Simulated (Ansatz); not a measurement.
Sr (within 0.1 Å of R-3m, No. 166, 3 atoms in the cell; start mp-1187073; another form than the element's usual one)

All values below come from PBEsol in Ansatz (plane waves, PAW).

Settings: plane-wave cutoff 520 eV, 16×16×6 k mesh (along the axes of the cell as run), Fermi–Dirac smearing 0.05 eV, scalar-relativistic PAW data made under PBE.

Cell (relaxed at this level):

```
CELL_PARAMETERS angstrom
      3.62859    -2.09612     0.00347
      3.62859     2.09612     0.00347
     -2.43748     0.00000    10.29636
ATOMIC_POSITIONS crystal
  Sr 0.00000 0.00000 0.50000
  Sr 0.22262 0.22262 0.16712
  Sr 0.77738 0.77738 0.83288
```

```
Item                    Result
---------------  -------------
band gap         zero (no gap)
bulk modulus B0       12.2 GPa
```

Note: the bulk modulus is −V dP/dV from two relaxed cells at ±2 % in volume.

Spin–orbit coupling is not included.

A start named mp-… is a Materials Project structure, which need not be a measured phase.

Ansatz is a quantum-chemistry and plane-wave program.
